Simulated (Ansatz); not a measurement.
Structures of equal composition on the (111) surface of fcc Pt: a layer of Ru in place of the second plane; a layer of Ru in place of the third plane. The slabs share one bottom face, and each structure is named by its start. These are constructed structures in small cells; real faces may alloy, dewet or reconstruct in larger ones, and not all known structures of the face are among them. Slabs of about 11 Å with all that they carry, Fermi-Dirac smearing of 0.1 eV. Bottom of the slabs: a bare face, its two planes held. Relaxed from the named starts with such symmetry as they have, on meshes of like density; energies extrapolated to zero smearing; no spin-orbit coupling, no U. Spin-polarised runs, if any, are marked in brackets, and their order is one that fits the cell; the others ran without spin.

Calculation: PBE (plane waves to 420 eV, PAW; Ansatz, a program for electronic structure).

Q: Order them by energy per 1x1 cell (lowest first) at the level PBE.

A: a layer of Ru in place of the third plane (0.000 eV), a layer of Ru in place of the second plane (0.091 eV)
